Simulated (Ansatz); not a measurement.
Take MgTe in the zinc blende structure (space group F-43m, No. 216; a = 6.438 Å) as the base. Axes: x, y, z lie along the cube axes.

The values are results of PBEsol (Ansatz, a program for electronic structure), no spin-orbit coupling, earlier PAW set, not measurements.

Strains are applied to the cell and any free atomic positions relax; under stress the whole cell relaxes.

One change was made to it. Results:

| quantity | base | after |
|---|---|---|
| energy relative to the base (free energy F) | 0 meV/atom | +1.1 meV/atom |
| band gap | 2.35 eV | 2.42 eV |

### Question
What was done to the base?
A. tensor shear ε_xy = −1.83 %
B. isotropic strain −0.56 %
C. isotropic strain −0.20 %
D. uniaxial stress, 1 GPa tension along x

### Answer
B, isotropic strain −0.56 %. For comparison, the band gap in the other runs: uniaxial stress, 1 GPa tension along x gives 2.23 eV; isotropic strain −0.20 % gives 2.37 eV; tensor shear ε_xy = −1.83 % gives 2.22 eV.

With Te present, leaving out spin-orbit coupling can change the band edges. Stability under load was not tested beyond the relaxation.
